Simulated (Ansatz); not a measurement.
Input and output of a self-consistent single point for LaGe₂Pd₂ (I4mm, 5 atoms in the cell) (Ansatz, a quantum-chemistry and plane-wave program).

Level of theory: LDA (PW92), default PAW files made with PBE (plane waves; Ansatz).

```
CELL_PARAMETERS angstrom
     -2.18820     2.18820     5.03688
      2.18820    -2.18820     5.03688
      2.18820     2.18820    -5.03688
ATOMIC_POSITIONS crystal
  La 0.00496 0.00496 0.00000
  Ge 0.62413 0.62413 0.00000
  Ge 0.37587 0.37587 0.00000
  Pd 0.25000 0.75000 0.50000
  Pd 0.75000 0.25000 0.50000
```

Reference input (self-consistent single point, DFT, LDA (PW92), plane waves, default PAW files made with PBE): basis.ecutwfc = 30.9 Ry; kpoints.mp_grid.grid = 9 9 9; hamiltonian.xc = lda; hamiltonian.pseudopotentials = {kind: paw} (the program's default PAW files); scf.occupations.method = fermi_dirac; scf.occupations.width = 0.0073 Ry. This run's input differs from it in these lines:

Ansatz 0.2 input:
```diff
@@ -16,3 +16,3 @@
   mp_grid:
-    grid: [9, 9, 9]
+    grid: [12, 12, 12]
 hamiltonian:
@@ -24,3 +24,3 @@
     method: fermi_dirac
-    width: 0.0073 Ry
+    width: 0.022 Ry
 output:
```

The program printed (abridged):

```
SCF iter   1: F=—  HF=-28201.570587 eV  |F-HF|=—  |Δ(HF+E_count)|=         —  Δρ=1.03e-2  dr2=1.08e-1  ethr=1.77e-3  ⟨swp⟩=5.2  Hψ=25896  notcnv=0
all-band conjugate gradients solve this SCF's bands
preconditioner: auto → Kerker (q_TF=auto, 2.616 Å⁻¹)
SCF iter   2: F=—  HF=-28201.554080 eV  |F-HF|=—  |Δ(HF+E_count)|=   1.65e-2  Δρ=4.41e-3  dr2=1.79e-2  ethr=1.44e-4  ⟨swp⟩=1.0  Hψ=9352  notcnv=0
   [... lines left out ...]
SCF iter   5: F=—  HF=-28201.549614 eV  |F-HF|=—  |Δ(HF+E_count)|=   5.11e-5  Δρ=1.18e-4  dr2=1.56e-5  ethr=1.29e-7  ⟨swp⟩=2.2  Hψ=13535  notcnv=0
SCF iter   6: F=—  HF=-28201.549610 eV  |F-HF|=—  |Δ(HF+E_count)|=   3.81e-6  Δρ=2.95e-5  dr2=1.45e-6  ethr=2.07e-8  ⟨swp⟩=2.0  Hψ=13492  notcnv=0
SCF iter   7: F=—  HF=-28201.549609 eV  |F-HF|=—  |Δ(HF+E_count)|=   4.58e-7  Δρ=7.82e-6  dr2=1.23e-7  ethr=1.94e-9  ⟨swp⟩=2.0  Hψ=12769  notcnv=0
SCF iter   8: F=-28201.549609 eV  HF=-28201.549609 eV  |F-HF|=6.32e-9  |Δ(HF+E_count)|=   4.95e-8  Δρ=2.07e-6  dr2=8.56e-9  ethr=1.33e-10  ⟨swp⟩=4.5  Hψ=27753  notcnv=0
SCF 1 converged in 8 iterations: F = -28201.549609 eV  dr2 = 8.56e-9
Free energy (F): -28201.549609 eV
Internal energy: -28200.718699 eV  (E = F + TS)
E sigma→0 (E₀):  -28201.134154 eV
Entropy (-TS):   -0.830911 eV (-166.182 meV/atom)
Fermi energy:    14.513038 eV
--- Forces (eV/Å), atoms counted from 1 ---
  atom   1  La     0.00000000     0.00000000    -0.22725295
  atom   2  Ge     0.00000000     0.00000000     0.35190586
  atom   3  Ge    -0.00000000     0.00000000    -0.27202371
  atom   4  Pd    -0.00000000    -0.00000000     0.07369188
  atom   5  Pd     0.00000000    -0.00000000     0.07369188
--- Stress (GPa, compression-positive) ---
       -5.265937       0.000000      -0.000000
        0.000000      -5.265937       0.000000
       -0.000000       0.000000      -3.235794
  P = ⅓ Tr σ = -4.5892 GPa (-45.892 kbar)
  The stress holds the Pulay correction. Without it, at fixed plane waves, as pw.x and ABINIT print it: P = -4.6149 GPa
```

The run converged in 8 iterations. Against the reference run the free energy falls by 74.6 meV/atom, the pressure goes from -5.08 to -4.59 GPa and the largest force goes from 0.293 to 0.352 eV/Å.

The starting cell comes from a database of computed structures (which also holds hypothetical and non-ambient phases and stackings), without a prior relaxation at this level. Its lattice was rescaled by up to half a per cent. One atom was moved a little off its site on purpose. Spin polarisation is off. With a pressure of about -5 GPa the cell is away from its equilibrium volume at this level. Ansatz's pressure includes its estimate of the finite-basis (Pulay) stress.

Cost on one core of a shared machine: roughly 70 s.
